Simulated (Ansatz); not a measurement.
How far to go with shifted k-point meshes: InSe (Cm, 4 atoms in the cell)

```
CELL_PARAMETERS angstrom
      5.85553    -2.06492     0.00000
      5.85553     2.06492     0.00000
     -1.73185     0.00000     4.79521
ATOMIC_POSITIONS crystal
  In 0.11334 0.11334 0.96359
  In 0.88820 0.88820 0.04684
  Se 0.33907 0.33907 0.33104
  Se 0.66093 0.66093 0.66896
```

Method of the run: PBEsol, PAW files made with PBE (plane waves; Ansatz, a program for electronic structure).

Base settings: basis.ecutwfc = 30.9 Ry; kpoints.mp_grid.grid = 6 6 4; hamiltonian.xc = pbesol; hamiltonian.pseudopotentials = {kind: paw} (the program's default PAW files); scf.occupations.method = fixed.

In this ladder: kpoints.mp_grid.shift = 0.5 0.5 0.5.

Shifted meshes do not hold Γ, so a gap read on them misses any band edge there.

Only quantities that move along the ladder and can be compared are tabulated.

The count of work is k-points × plane waves × bands × iterations; it is no time. Core times come from one kind of shared machine, to one figure; runs under 30 s give none.

The starting cell comes from a database of computed structures (which also holds hypothetical and non-ambient phases and stackings), without a prior relaxation at this level. Its lattice was rescaled by up to half a per cent. One atom was moved a little off its site on purpose. Ansatz's pressure includes its estimate of the finite-basis (Pulay) stress.

Steps (kpoints.mp_grid.grid): 2 2 1; 2 2 2; 3 3 2; 3 3 3; 4 4 3; 5 5 4; 6 6 5; 7 7 6; 8 8 7; 9 9 7; 10 10 8; 11 11 9; 12 12 10; 14 14 11; 15 15 12; 17 17 14; 18 18 15.

Problem. What is the coarsest kpoints.mp_grid.grid that holds the pressure within 0.1 GPa of the last step, with all finer ones?

Solution. 4 4 3, at 0.012 of the last step's count of work; the step before is off by 0.16 GPa.

Problem. What is the coarsest kpoints.mp_grid.grid that holds the free energy within 0.5 meV/atom of the last step, with all finer ones?

Solution. 6 6 5, at 0.042 of the last step's count of work; the step before is off by 0.76 meV/atom.

```csv
kpoints.mp_grid.grid,free energy less the last step's (meV/atom),pressure (GPa),largest difference of a force vector from the last step's (eV/Å),gap on the mesh (eV),count of work / last,core time / last (rough)
2 2 1,-88.97,-3.05,0.676,2.038,0.0016,–
2 2 2,60.11,-1.46,0.388,1.641,0.0023,–
3 3 2,17.46,-1.63,0.080,1.805,0.0047,–
3 3 3,13.28,-1.74,0.082,1.505,0.0069,–
4 4 3,3.13,-1.89,0.022,1.240,0.012,–
5 5 4,0.76,-1.88,0.004,1.340,0.023,–
6 6 5,0.32,-1.89,0.002,1.159,0.042,–
7 7 6,0.05,-1.90,0.001,1.177,0.065,–
8 8 7,0.04,-1.90,0.000,1.141,0.099,–
9 9 7,0.01,-1.90,0.000,1.107,0.12,0.1
10 10 8,0.00,-1.90,0.000,1.155,0.17,0.2
11 11 9,0.00,-1.90,0.000,1.107,0.23,0.2
12 12 10,0.00,-1.90,0.000,1.112,0.30,0.3
14 14 11,0.00,-1.90,0.000,1.075,0.45,0.6
15 15 12,0.00,-1.90,0.000,1.097,0.56,0.5
17 17 14,0.00,-1.90,0.000,1.084,0.83,1.0
18 18 15,0.00,-1.90,0.000,1.073,1.0,1
```

The gap on the mesh jumps up and down from mesh to mesh; it is no smooth measure of convergence.

Keys are those of Ansatz 0.2.
